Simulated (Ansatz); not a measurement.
Results of r²SCAN in Ansatz (plane waves, PAW) for Ti2B2Si (model structure, started from the Fe2AlB2 type, Cmmm, No. 65, 5 atoms in the cell).

Settings: plane-wave cutoff 560 eV, 18×18×18 k mesh, Fermi–Dirac smearing 0.05 eV, no spin polarisation, scalar-relativistic PAW data made under PBE.

Cell (relaxed at this level):

Space group Cmmm (No. 65); a = 3.020 Å, b = 10.456 Å, c = 3.407 Å, α = 90.00°, β = 90.00°, γ = 90.00°

```
atom  site  symmetry       x       y       z
----  ----  --------  ------  ------  ------
Si      2a       mmm  0.0000  0.0000  0.0000
Ti      4j       m2m  0.5000  0.1353  0.5000
B       4i       m2m  0.0000  0.2076  0.0000
```
(The calculation used a cell of 5 atoms; values per cell refer to that cell.)

What does this level give for the bulk modulus?


- bulk modulus = 201 GPa

Note: the run has no spin polarisation, so it can have missed a magnetic state; the bulk modulus is −V dP/dV from two relaxed cells at ±2 % in volume; the relaxation could raise the start's symmetry but not lower it, so the cell can be a saddle point.

Computed values are for the static lattice.

Cost on a shared machine: roughly 21 core-minutes.

A model structure was made by putting elements into a prototype or built by hand; it is no filed structure, need not be a known phase, and can be a saddle point held by its symmetry.

Ansatz is a first-principles code.
